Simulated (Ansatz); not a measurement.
The reference is C (space group I4/mmm, No. 139; a = 4.3564 Å, c = 2.4989 Å; a model cell, its experimental status unchecked).

The change: the cell is scaled by 0.9701 in all directions, atoms relaxed at fixed cell.

Levels (all Ansatz, an electronic-structure program, PAW): PBEsol (420 eV, no SOC); r2SCAN (500 eV, no spin-orbit coupling); HSE06 (420 eV, without spin-orbit coupling).

At the geometry relaxed with PBEsol, these levels gave the following band gaps, in shuffled order: (a) 2.01 eV, (b) 3.26 eV, (c) 2.41 eV.

Problem. Match each gap to its level.

Solution. (a) PBEsol; (b) HSE06; (c) r2SCAN.

Single points use the geometry relaxed with PBEsol. The hybrid gap comes from the SCF mesh plus the semilocal run's edge points and a few special points and is an upper bound. The cells carry an imposed strain or load. Stability against distortions was not tested. This is not the structure that C has at room temperature and ambient pressure.
